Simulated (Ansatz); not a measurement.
Results of PBEsol (Ansatz, a program for electronic structure, plane waves, PAW) for AlB2-type ZrB2.

Run with plane-wave cutoff 520 eV, 18×18×12 k mesh (along the axes of the cell as run), Fermi–Dirac smearing 0.1 eV, perturbation theory, force constants from a 6×6×4 q mesh, scalar-relativistic PAW data made under PBE.

Question: Estimate the zero-point energy that the calculation returns.

Answer: 
* **zero-point energy**: 0.091 eV/atom
